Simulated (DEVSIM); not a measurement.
System: Ru/Al2O3/p-Ge capacitor, at 300 K.

Layer 1 from the left is Al2O3, thickness (nm) 6.30. Layer 2 from the left is Ge, thickness (nm) 11000, Na (cm⁻³) 3e15.

Metal gate on the left, work function 4.7 eV. Fixed charge at the semiconductor interface 0 cm⁻² (in units of +e); interface traps 1e11 cm⁻² eV⁻¹, uniform in energy, neutral level at 0.5 of the gap above the valence band.

This is a model device: material constants are rounded textbook-type values typed into the input, and sizes, dopings and lifetimes were drawn at random. Values at 300 K.

Al2O3: gap (eV) 6.8, affinity (eV) 1.35, permittivity 9. Ge: gap (eV) 0.664, affinity (eV) 4, permittivity 16, Nc (cm⁻³) 1.04e19, Nv (cm⁻³) 6e18.

Model (solved in DEVSIM): 1D Poisson equation in equilibrium, Boltzmann statistics, complete ionisation; no quantum confinement or tunnelling. Metal contacts follow the ideal Schottky-Mott rule: no Fermi-level pinning, no interface dipoles.

Q: What does the simulation give for the flat-band voltage, the minimum of the low-frequency capacitance, the threshold voltage (band bending 2φF)?

A: flat-band voltage 0.23 V; minimum of the low-frequency capacitance 0.0618 μF/cm²; threshold voltage (band bending 2φF) 0.51 V.
